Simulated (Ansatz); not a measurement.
System: SnSe (model structure, started from the 4H type, P6₃mc, No. 186, 8 atoms in the cell). Method: r²SCAN (Ansatz, a program for electronic structure, plane waves, PAW).

Numerical settings: plane-wave cutoff 560 eV, 12×12×4 k mesh (along the axes of the cell as run), Fermi–Dirac smearing 0.01 eV, scalar-relativistic PAW data made under PBE.

Cell (relaxed at this level):

Space group P6₃mc (No. 186); a = 5.0849 Å, b = 5.0849 Å, c = 11.9068 Å, α = 90.00°, β = 90.00°, γ = 120.00°

| atom | site | symmetry | x | y | z |
|---|---|---|---|---|---|
| Sn | 2a | 3m. | 0.0000 | 0.0000 | 0.0245 |
| Sn | 2b | 3m. | 0.3333 | 0.6667 | 0.2738 |
| Se | 2a | 3m. | 0.0000 | 0.0000 | 0.2849 |
| Se | 2b | 3m. | 0.3333 | 0.6667 | 0.0423 |

Problem. What does this level give for the band gap, smallest direct gap on the k points sampled and direct gap at Γ?

Solution. 
- band gap = 0.68 eV
- smallest direct gap on the k points sampled = 0.99 eV
- direct gap at Γ = 2.32 eV

Note: the relaxation could raise the start's symmetry but not lower it, so the cell can be a saddle point.

Spin–orbit coupling is not included.

Computed values are for the static lattice.

The result took very roughly 6 core-minutes.

A model structure was made by putting elements into a prototype or built by hand; it is no filed structure, need not be a known phase, and can be a saddle point held by its symmetry.
